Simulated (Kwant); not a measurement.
Device: wire with a row of barriers in a InAs two-dimensional gas. Effective mass 0.023 mₑ, grid spacing 5 nm, hard walls, nominal width 150 nm (29 grid rows, so walls 150 nm apart), one parabolic valley, scattering region 500 nm long along x; energies count from the band bottom; Fermi energy swept from 0.0005813 to 0.006903 eV. 3 barrier(s) across the wire, height 0.059 eV, thickness 15 nm (about 3 grid columns), spaced by 30 nm.

Constants are typed, rounded textbook-type inputs, not results; the design itself was drawn at random and stands for no fabricated device.

Model: effective-mass tight-binding model on a square grid, one spin, coherent transport at 0 K (Kwant). Conductance is in e²/h.

```
E (meV)        A        B        C       D        E
-------  -------  -------  -------  ------  -------
0.5813         0        0        0       0        0
0.9391   3.9e-11  6.1e-12  1.9e-10  1.1e-9   2.0e-8
1.297    1.4e-10  2.1e-11  6.8e-10  4.2e-9   7.7e-8
1.695    3.2e-10  4.9e-11   1.6e-9  1.0e-8   1.9e-7
2.052    6.0e-10  9.0e-11   3.0e-9  1.9e-8   3.8e-7
2.410     1.0e-9  1.5e-10   5.3e-9  3.4e-8   7.2e-7
2.808     1.8e-9  2.6e-10   9.4e-9  6.2e-8   1.4e-6
3.166     3.0e-9  4.3e-10   1.6e-8  1.1e-7   2.5e-6
3.524     4.9e-9  6.8e-10   2.6e-8  1.8e-7   4.6e-6
3.921     8.3e-9   1.1e-9   4.6e-8  3.3e-7   8.9e-6
4.279     1.3e-8   1.8e-9   7.6e-8  5.6e-7   1.6e-5
4.637     2.2e-8   2.9e-9   1.3e-7  9.8e-7   3.1e-5
5.034     3.8e-8   4.8e-9   2.3e-7  1.8e-6   6.7e-5
5.392     6.3e-8   7.8e-9   3.9e-7  3.3e-6  0.00014
5.750     1.1e-7   1.3e-8   6.9e-7  6.3e-6  0.00032
6.147     2.0e-7   2.3e-8   1.3e-6  1.3e-5  0.00093
6.505     3.6e-7   3.9e-8   2.6e-6  2.8e-5   0.0030
6.903     7.2e-7   7.3e-8   5.6e-6  7.2e-5    0.017
```

Task: Column A is the base. The others each differ by one change: barrier height 0.059 → 0.029 eV; barrier height 0.059 → 0.041 eV; barrier height 0.059 → 0.05 eV; barrier height 0.059 → 0.071 eV. Which is which?

Result: B: barrier height 0.059 → 0.071 eV; C: barrier height 0.059 → 0.05 eV; D: barrier height 0.059 → 0.041 eV; E: barrier height 0.059 → 0.029 eV.
